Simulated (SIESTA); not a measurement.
A self-consistent single point of Te (P3_121, 3 atoms in the cell) with SIESTA.

Method: GGA PBE, numerical atomic orbitals DZP, PseudoDojo PBE standard norm-conserving potentials (rewritten from UPF to PSML) run with SIESTA.

```
CELL_PARAMETERS angstrom
      2.25721    -3.90959     0.00000
      2.25721     3.90959     0.00000
      0.00000     0.00000     6.00235
ATOMIC_POSITIONS crystal
  Te 0.00000 0.26300 0.66667
  Te 0.73700 0.73700 0.00000
  Te 0.26300 0.00000 0.33333
```

Reference input (self-consistent single point, DFT, GGA PBE, numerical atomic orbitals DZP, PseudoDojo PBE standard norm-conserving potentials (rewritten from UPF to PSML)): XC.functional = GGA; XC.authors = PBE; potentials = PseudoDojo PBE standard; PAO.BasisSize = DZP; PAO.EnergyShift = 0.01 Ry; MeshCutoff = 300 Ry; kgrid.MonkhorstPack = 5 5 3; OccupationFunction = FD; ElectronicTemperature = 50 meV; MaxSCFIterations = 150; SCF.Mixer.Method = Pulay; SCF.Mixer.Weight = 0.1. This run's input differs from it in these lines:

```diff
@@ -28,4 +28,4 @@
 %block kgrid.MonkhorstPack
-    5   0   0  0.0
-    0   5   0  0.0
+    4   0   0  0.0
+    0   4   0  0.0
     0   0   3  0.0
```

Log, with long lists cut:

```
        iscf     Eharris(eV)        E_KS(eV)     FreeEng(eV)     dDmax    Ef(eV) dHmax(eV)
   scf:    1    -8553.689186    -8550.168483    -8550.168504  0.503122 -2.841631  2.915218
   scf:    2    -8550.338978    -8550.255104    -8550.255128  0.017863 -2.902283  2.524676
   scf:    3    -8550.583927    -8550.464242    -8550.464295  0.102177 -3.273225  0.186821
   scf:    4    -8550.477057    -8550.472215    -8550.472263  0.011038 -3.300520  0.076766
   scf:    5    -8550.472549    -8550.472403    -8550.472451  0.003020 -3.288472  0.013182
   scf:    6    -8550.472469    -8550.472438    -8550.472487  0.001702 -3.282892  0.000545
   scf:    7    -8550.472438    -8550.472438    -8550.472487  0.000099 -3.282984  0.000767
SCF Convergence by DM+H criterion
max |DM_out - DM_in|         :     0.0000987024
max |H_out - H_in|      (eV) :     0.0007666496
SCF cycle converged after 7 iterations

Using DM_out to compute the final energy and forces

siesta: E_KS(eV) =            -8550.4724

siesta: E_KS - E_eggbox =     -8550.4724

siesta: Atomic forces (eV/Ang):
     1    0.380111    0.656476    0.000115
     2   -0.756807   -0.000000   -0.000000
     3    0.380111   -0.656476   -0.000115
   Tot    0.003415   -0.000000    0.000000
   Max    0.756807
   Res    0.437626    sqrt( Sum f_i^2 / 3N )
   Max    0.756807    constrained

Stress tensor Voigt[x,y,z,yz,xz,xy] (kbar):       -7.77       -8.39      -21.45       -0.01        0.00       -0.00
(Free)E + p*V (eV/cell)    -8549.6437
Target enthalpy (eV/cell)    -8550.4725

   [... lines left out ...]
siesta: FreeEng =     -8550.472487
   [... lines left out ...]
siesta:    -0.004847   -0.000000    0.000000
siesta:    -0.000000   -0.005237   -0.000008
siesta:     0.000000   -0.000008   -0.013387

siesta: Cell volume =        105.938541 Ang**3

siesta: Pressure (static):
siesta:                Solid            Molecule  Units
siesta:           0.00008521          0.00010994  Ry/Bohr**3
siesta:           0.00782374          0.01009420  eV/Ang**3
siesta:          12.53501419         16.17269548  kBar
```

The run converged in 7 iterations. Against the reference run the free energy goes up by 8.6 meV/atom, the pressure hardly changes (1.15 to 1.25 GPa), the largest force goes from 0.779 to 0.759 eV/Å and the gap on the mesh goes from 0.986 to 0.879 eV.

The starting cell has typed, rounded lattice constants, without a prior relaxation at this level. Its lattice was rescaled by a random factor within 2.5 % of one. Spin-orbit coupling is off. Values carry the incompleteness of an atom-centred basis. Another mesh or the band path of this cell gives a smaller gap, so this value is not converged in the mesh.
